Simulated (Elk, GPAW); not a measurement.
An Elk input for a self-consistent single point of MoRu (P-6m2, 2 atoms in the cell) (DFT, LDA (PW92), all-electron FP-LAPW, Elk's shipped species files, default APW+lo basis):

```
tasks
  0

rmtscf
  0.95

swidth
  0.00367493

maxscl
  100

scale
  5.19243697

avec
    1.0000000000    0.0000000645    0.0000000000
   -0.5000000558    0.8660253715    0.0000000000
    0.0000000000    0.0000000000    1.6071485096

atoms
  2
  'Mo.in'
  1
  0.6666666667  0.3333333333  0.0000000000    0.0 0.0 0.0
  'Ru.in'
  1
  0.3333333333  0.6666666667  0.5000000000    0.0 0.0 0.0

ngridk
  13 13 7
```

### Question
Translate this input to GPAW.

### Answer
One input that does it (others would too):

```python
from ase import Atoms
from ase.units import GPa
from gpaw import GPAW, PW, FermiDirac

atoms = Atoms(['Mo', 'Ru'],
              cell=[[2.747719, 0.000000, 0.000000],
                    [-1.373860, 2.379595, 0.000000],
                    [0.000000, 0.000000, 4.415993]],
              positions=[[1.373861, 0.793198, 0.000000],
                         [-0.000002, 1.586397, 2.207997]],
              pbc=True)

calc = GPAW(mode=PW(550),
            xc='LDA',
            kpts=(13, 13, 7),
            occupations=FermiDirac(0.1),
            nbands=-6,
            symmetry={'symmorphic': False, 'tolerance': 0.0005},
            maxiter=150)

atoms.calc = calc

energy = atoms.get_potential_energy()
print('Energy (eV):', round(energy, 6))
forces = atoms.get_forces()
print('Forces (eV/Ang):')
print(forces.round(5))
stress = atoms.get_stress()
print('Stress (GPa, Voigt):', (stress / GPa).round(4))
```

Basis settings and potentials, where a program has them, do not carry over. This input uses DFT LDA (Perdew-Wang 92), plane waves, GPAW PAW datasets LDA (gpaw-data 1.0.1). LDA parametrisations can differ slightly between programs.

The starting cell comes from a database of computed structures (which also holds hypothetical and non-ambient phases and stackings), without a prior relaxation at this level. Its lattice was rescaled by a random factor within 2.5 % of one. For this run, on top of that: lattice scaled by 0.98.
